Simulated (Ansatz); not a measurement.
The parent structure is MoS2 (space group P6_3/mmc, No. 194; layered, stacked along the Cartesian z axis).

```yaml
crystal:
  lattice:
    - [3.10900, 0.00000, 0.00000]
    - [-1.55450, 2.69247, 0.00000]
    - [0.00000, 0.00000, 11.70898]
  atoms:
    - { symbol: Mo, position: [0.66667, 0.33333, 0.25000] }
    - { symbol: Mo, position: [0.33333, 0.66667, 0.75000] }
    - { symbol: S, position: [0.66667, 0.33333, 0.88351] }
    - { symbol: S, position: [0.33333, 0.66667, 0.38351] }
    - { symbol: S, position: [0.33333, 0.66667, 0.11649] }
    - { symbol: S, position: [0.66667, 0.33333, 0.61649] }
```

Computed with PBEsol-D3(BJ) (Ansatz, a first-principles code, PAW, without spin-orbit coupling).

Strains are applied to the cell and any free atomic positions relax.

One change was made to it. Results:

```csv
quantity,base,after
largest internal atomic displacement,–,0.014 Å
"pressure (mean of the normal stresses, compression positive)",0.00 GPa,1.65 GPa
energy relative to the base (free energy F),0 meV/atom,+1.5 meV/atom
band gap,0.52 eV,0.47 eV
```

Task: Which change produced these results?
(A) isotropic strain −1.80 %
(B) isotropic strain −3.00 %
(C) isotropic strain −2.40 %
(D) isotropic strain −1.20 %
(E) isotropic strain −0.60 %

Result: E, isotropic strain −0.60 %. For comparison, the band gap in the other runs: isotropic strain −1.20 % gives 0.42 eV; isotropic strain −2.40 % gives 0.29 eV; isotropic strain −3.00 % gives 0.22 eV; isotropic strain −1.80 % gives 0.36 eV.

Semilocal Kohn–Sham gaps tend to fall short of experiment. Stability against distortions was not tested. The zero or small gap of MoS2 under isotropic strain −2.40 % and MoS2 under isotropic strain −3.00 % can change with the level of theory.
